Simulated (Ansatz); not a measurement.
Consider this model of amorphous selenium (Se₉₆).

```xyz
96
Lattice="14.3802 1.2002 0.1512 1.2002 12.4310 0.4164 0.1512 0.4164 14.9729" Properties=species:S:1:pos:R:3 pbc="T T T"
Se     6.6764     7.6729     3.9143
Se     3.4965    10.8249     9.6609
Se    12.1739    13.1087    12.3572
Se     1.2861    11.3255    12.9017
Se     1.4755     8.5685     0.5573
Se     1.7588     8.5184    11.1507
Se     7.0098     9.3732     1.9742
Se     5.5084     8.9411     5.5098
Se     6.5772     1.1112     1.0787
Se    14.5272     6.0741     1.3336
Se     9.3774     9.7658    13.5113
Se     6.3787     4.3563     0.6537
Se     7.8861    13.1413    14.2290
Se     7.2626    11.5885     5.5391
Se    10.6763     3.0951    11.8680
Se     5.1809     9.8267     8.3001
Se    10.6186     8.7640     8.8474
Se     6.8360     4.2281     2.9688
Se     1.7424     1.7841     4.1350
Se    13.5379     3.7300    13.4629
Se    12.1690     6.0759     4.4366
Se    14.7404     8.3645    12.6694
Se     5.6864     6.3711     9.6094
Se     8.7329     3.4709    10.6220
Se     7.1481    11.2300     7.9671
Se     4.5204    10.4928    11.8067
Se    14.5430    10.5499     9.4721
Se     1.9616     1.7870     8.5319
Se    11.2214     1.3444     8.3470
Se    12.2370     5.9234    11.4098
Se    10.9143    11.3373     5.9091
Se    11.3716     4.7814     8.1408
Se    10.7032    10.9341    15.0270
Se     3.8068     7.1552     5.6324
Se    13.7413     1.5766    14.3837
Se    14.6978     8.3141     3.9656
Se     2.3374     3.0327    11.2471
Se    13.8719     4.9883     5.5345
Se     7.5065     3.5859    12.7512
Se     7.3196     8.0618     9.6458
Se     5.0326     1.0478    10.4378
Se    13.4462     8.4141     1.3795
Se     9.0337    10.2326     4.7626
Se     9.4051     5.8860    13.7998
Se    12.1190     4.9979     2.0772
Se     4.3804     3.8858     3.6626
Se     9.5086     6.9944     9.9739
Se     2.7534     5.0096     9.8308
Se     9.7831    12.5081    11.1812
Se     1.5431    12.0325     7.0632
Se     5.0822     6.3393    11.9632
Se     7.0767    10.9265    14.4923
Se    11.2442     7.2858    14.3502
Se     2.1364    10.2039     5.7645
Se     8.0251     7.4733     0.9660
Se    10.4584     1.2323     1.9065
Se     5.6024     4.1908     6.5063
Se    12.9664     9.8826    14.1628
Se     9.1282     1.2215     5.3777
Se     5.3626     6.4171     0.2804
Se    11.3181     8.0565     6.6376
Se     5.2406     4.0013    12.2763
Se     2.2096     7.8668     2.8875
Se     7.5826     5.0741     7.3868
Se     3.8536     0.9355     3.3556
Se    12.4925     3.2185     6.7964
Se    13.0727     2.9009     2.5675
Se    13.4455    12.1017     7.5258
Se     0.9881     2.3217     1.7563
Se     1.2645     3.6106    13.3277
Se     1.5729    10.8007     3.5154
Se     2.7641     0.7927     6.5268
Se    14.7167     8.7415     7.8645
Se     2.8091     5.5959     0.7152
Se     3.9945    11.5399     0.8318
Se    10.4426     7.6595     1.5545
Se     2.6875     7.1595     7.7840
Se    12.9116    11.6135     1.9085
Se     8.1765     1.4980     7.5339
Se     3.9415     9.6907    15.2250
Se     3.5648     3.4666     1.4459
Se     2.0068     4.0667     7.7642
Se     9.9624     3.8370    14.9753
Se     7.4997    11.5008    10.8940
Se    10.7330    10.3384    11.4356
Se     9.5045    12.5593     2.6886
Se     9.5547     4.1112     2.2718
Se    14.2558    13.1531    11.1826
Se    13.2321     4.6647     9.7119
Se     5.8022     1.7916     7.1060
Se     9.2643     7.5500     5.4534
Se    13.7024    11.3466     4.1466
Se    12.9601     8.1502    11.0040
Se     9.3398     5.0126     5.7597
Se     4.5924    11.0734     3.1291
Se     4.5858    12.7258    12.4961
```

Computed with PBE-D3(BJ), scalar-relativistic without spin-orbit coupling, PAW (Ansatz default set, large-core Se) (plane waves to 420 eV; Ansatz, a first-principles code).

Preparation: random packing, a CHGNet melt and quench, and a DFT relaxation. The hot cell started wider than the set density and was brought back towards it in steps. It is the lowest in DFT energy of 4 quenches. It is a model cell: composition and starting density were chosen by hand, and all elements were melted together. The geometry includes D3(BJ) dispersion. Its density started from a set value of 4.36 and ended at 4.75 g/cm³. The simulated quench (nominally 18 K/ps over its main leg) is rapid and tends to freeze in more defects than a deposited or slowly cooled glass has. One small periodic cell is one sample of the glass; other quenches scatter about these values. Volume and shape were free in the relaxation. On a 2×2×2 Γ-centred mesh force components of up to 0.30 eV/Å stay, since the relaxation ran on the zone centre alone.

Neighbours within Se-Se 2.76 Å count as bonded.

Give the coordination numbers, mean bond lengths and angles.


The mean coordination of Se is 2.12 (1 with 1, 83 with 2, 11 with 3, 1 with 4) and the mean Se-Se bond is 2.451 Å (spread 0.121 Å, 102 counted). The bond angle at Se is mean 102.8°, spread 18.0°.

Which atoms depart from the most common coordination of their element?

Se3 has 3 (Se88 2.39 Å, Se15 2.44 Å, Se49 2.73 Å); Se7 has 3 (Se55 2.38 Å, Se1 2.60 Å, Se52 2.71 Å); Se10 has 3 (Se42 2.58 Å, Se45 2.74 Å, Se69 2.75 Å; Se74 at 2.80 Å just beyond); Se11 has 3 (Se33 2.33 Å, Se85 2.54 Å, Se52 2.76 Å); Se27 has 3 (Se73 2.43 Å, Se6 2.57 Å, Se68 2.72 Å); Se36 has 1 (Se63 2.24 Å; Se42 at 2.87 Å just beyond); Se45 has 4 (Se67 2.36 Å, Se21 2.59 Å, Se87 2.72 Å, Se10 2.74 Å); Se49 has 3 (Se85 2.38 Å, Se84 2.51 Å, Se3 2.73 Å); Se50 has 3 (Se54 2.32 Å, Se72 2.70 Å, Se68 2.74 Å); Se52 has 3 (Se13 2.37 Å, Se7 2.71 Å, Se11 2.76 Å); Se66 has 3 (Se32 2.35 Å, Se38 2.57 Å, Se29 2.74 Å); Se68 has 3 (Se29 2.32 Å, Se27 2.72 Å, Se50 2.74 Å); Se69 has 3 (Se67 2.47 Å, Se19 2.55 Å, Se10 2.75 Å; Se81 at 2.84 Å just beyond).
